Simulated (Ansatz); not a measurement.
## Effect of pressure 75 GPa on Ru

Take Ru in the hcp (Mg type) structure (space group P6_3/mmc, No. 194; a = 2.692 Å, c = 4.246 Å) as the base.

Modification: a hydrostatic pressure of 75 GPa.

Calculations: Ansatz (a first-principles code) PBEsol, spin-orbit coupling left out. Γ-centred 20×20×11 mesh, Fermi–Dirac width 0.05 eV.

The volume per atom drops by 1.87 Å³ (13.32 Å³ → 11.45 Å³) and the c/a ratio goes up by 0.010, from 1.577 to 1.587. The shortest interatomic distance drops by 0.124 Å, from 2.631 Å to 2.507 Å and the enthalpy H = E + PV relative to the base's energy amounts to +5.74 eV/atom. The band gap remains zero.

Load acts through the strain it causes; cell and atoms are relaxed under it. Stability against distortions was not tested. No other phases were tried under pressure. The final runs are not spin-polarised.
